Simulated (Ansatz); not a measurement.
# GaN (model structure, started from the WC type, P-6m2, No. 187, 2 atoms in the cell): properties by level of theory

| level (code) | lattice constant a (Å) | c axis length (Å) |
|---|---|---|
| PBE (Ansatz) | 2.979 | ? |
| PBEsol (Ansatz) | 2.939 | ? |
| PBE-D3(BJ) (Ansatz) | ? | ? |
| r²SCAN (Ansatz) | 2.936 | 2.652 |

### Question
Some entries are withheld; supply them.

### Answer

- PBE (Ansatz, an electronic-structure program), c axis length (Å): 2.685
- PBEsol (Ansatz), c axis length (Å): 2.656
- PBE-D3(BJ) (Ansatz), lattice constant a (Å): 2.951
- PBE-D3(BJ) (Ansatz), c axis length (Å): 2.667

Ansatz's density-functional and Hartree–Fock values are scalar-relativistic unless marked +SOC, with PAW data made under PBE.

The computed numbers hold no vibrational or temperature effects.

A model structure was made by putting elements into a prototype or built by hand; it is no filed structure, need not be a known phase, and can be a saddle point held by its symmetry.
